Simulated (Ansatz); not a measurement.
Take LiCl in the rock salt structure (space group Fm-3m, No. 225) as the base.

```cif
data_Cl4Li4
_chemical_formula_sum 'Li4 Cl4'
_space_group_name_H-M_alt 'Fm-3m'
_space_group_IT_number 225
_space_group_name_Hall '-F 4 2 3'
_cell_length_a 5.15037
_cell_length_b 5.15037
_cell_length_c 5.15037
_cell_angle_alpha 90.000
_cell_angle_beta 90.000
_cell_angle_gamma 90.000
loop_
_atom_site_label
_atom_site_type_symbol
_atom_site_symmetry_multiplicity
_atom_site_Wyckoff_symbol
_atom_site_fract_x
_atom_site_fract_y
_atom_site_fract_z
_atom_site_occupancy
Li1 Li 4 a 0.00000 0.00000 0.00000 1
Cl1 Cl 4 b 0.50000 0.50000 0.50000 1
```
(The calculation used a cell of 2 atoms; values per cell refer to that cell.)

Level of theory: DFT with PBE, PAW potentials and a 420 eV plane-wave cutoff in Ansatz (a program for electronic structure), scalar-relativistic without spin-orbit coupling.

For the base:

| Quantity | Value |
|---|---|
| Valley order | Γ 6.26 eV; L along ⟨111⟩ 6.73 eV; X along ⟨100⟩ 7.80 eV |
| Electron mass | 0.47 mₑ (at Γ) |

One thing is altered: the cell is scaled by 0.9700 in all directions; the atoms relax in the strained cell.

Q: Estimate the effect on the valley order, energy relative to the base and electron mass.

A: The valley order (the lowest conduction-band minima on the path, energy above the VBM, named in the base's zone) changes from Γ 6.26 eV; L along ⟨111⟩ 6.73 eV; X along ⟨100⟩ 7.80 eV to Γ 6.81 eV; L along ⟨111⟩ 6.81 eV; X along ⟨100⟩ 7.99 eV; the energy goes up by 15 meV/atom; the electron mass becomes 0.48 mₑ (at Γ) (base: 0.47 mₑ (at Γ)).

The levels and masses belong to the bands next to the band gap. Effective masses come from finite differences of ±0.01 Å⁻¹. Stability against distortions was not tested.
